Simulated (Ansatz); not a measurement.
**BN: energy against strain**

BN (zinc blende, F-43m, 5.860 Å³/atom at rest, cube axes along x, y and z) under a strain ε along a cube axis (axis z), the other axes held. PBEsol in Ansatz, a plane-wave DFT program (PAW, default set), 420 eV, 16×16×16 Γ-centred mesh, Fermi-Dirac smearing 0.05 eV; ions are relaxed within the symmetry of each cell.

Here s stands for strain and y for E less E0.

```
strain (%)  E less E0 (meV/atom)
----------  --------------------
-3.00                          ?
-1.50                       3.29
-1.00                       1.46
-0.50                       0.37
0.00                        0.00
0.50                        0.36
1.00                        1.43
1.50                        3.23
```

Task: Fit y against s with a parabola, and predict the withheld value at s = -3.00.

Result: Least squares gives y = 0.000 - 0.0179·s + 1.4481·s². Residuals (row less fit): 0.005, -0.006, -0.001, 0.000, 0.007, 0.000, -0.001; standard error 0.005 (degrees of freedom: 4). Twice the quadratic coefficient over the volume, 2 × 1.4481 meV × 10⁴ × 0.1602 / 5.860 Å³, is the elastic constant C11 = 792 ± 1.3 GPa. At the withheld row, y = 0.000 - 0.0179 × (-3.0) + 1.4481 × (-3.0)² = 13.087 meV/atom. The calculation gives 13.34 meV/atom, 0.253 meV/atom above the prediction (1.9 % of the range of y in the table). The row lies outside the fitted rows, so this is an extrapolation. The fitted rows scatter only by rounding.

One order more, fitted to all 13 runs of the series, follows each within 0.01, so the miss is the next term of a smooth law. Rows are the converged runs of the series near zero and its far end; series whose fitted rows scatter by over a few per cent of the range, as at a crossing or softening among them, aren't shown in this form. Most that stay on the fit to the last digits aren't either.
